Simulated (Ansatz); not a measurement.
This Ansatz (a first-principles code) input is the reference run, NiSi₂ (space group Fm-3m, No. 225; non-magnetic), computed with r2SCAN (Ansatz, PAW, without spin-orbit coupling):

Ansatz 0.2 input:
```yaml
crystal:
  lattice:
    - [0, 2.6934942199, 2.6934942199]
    - [2.6934942199, 0, 2.6934942199]
    - [2.6934942199, 2.6934942199, 0]
  atoms:
    - { symbol: Ni, position: [0, 0, 0] }
    - { symbol: Si, position: [0.25, 0.25, 0.25] }
    - { symbol: Si, position: [0.75, 0.75, 0.75] }
basis: { ecutwfc: 500, ecutrho_ratio: 4, xc_grid: 4, fft_grid_basis: typed }
kpoints: { mp_grid: { grid: [15, 15, 15] } }
hamiltonian:
  xc: r2scan
  dispersion: none
  pseudopotentials: { kind: paw }
scf: { occupations: { method: fermi_dirac, width: 0.05 }, convergence: { dr2_threshold: 0.0000000003 } }
output: { forces: true, stress: true }
checkpoint: { write: state.ck, write_every: 1000 }
```

**Question.** Write the input for this change: a free-standing slab of 1 layer (3 atoms, 3 a layer) is cut normal to [111], with 15 Å of vacuum and the in-plane cell held at bulk.

**Answer.** 
Ansatz 0.2 input:
```yaml
crystal:
  lattice:
    - [3.809176056, 0, 0]
    - [1.904588028, 3.2988432319, 0]
    - [0, 0, 16.5550896129]
  atoms:
    - { symbol: Si, position: [0.6666666667, 0.1666666667, 0.4530328845] }
    - { symbol: Ni, position: [0.3333333333, -0.1666666667, 0.5] }
    - { symbol: Si, position: [1, 0.5, 0.5469671155] }
basis: { ecutwfc: 500, ecutrho_ratio: 4, xc_grid: 4, fft_grid_basis: typed }
kpoints: { mp_grid: { grid: [14, 14, 1] } }
hamiltonian:
  xc: r2scan
  dispersion: none
  pseudopotentials: { kind: paw }
scf: { occupations: { method: fermi_dirac, width: 0.05 }, convergence: { dr2_threshold: 0.0000000003 } }
relax: { f_tol: 0.01, max_steps: 50 }
output: { forces: true, stress: true }
checkpoint: { write: state.ck, write_every: 1000 }
```
This is the input that was run; other choices of cell and start would serve too.

Stability against distortions was not tested. Seeded moments were not kept for the base. The final runs are not spin-polarised.
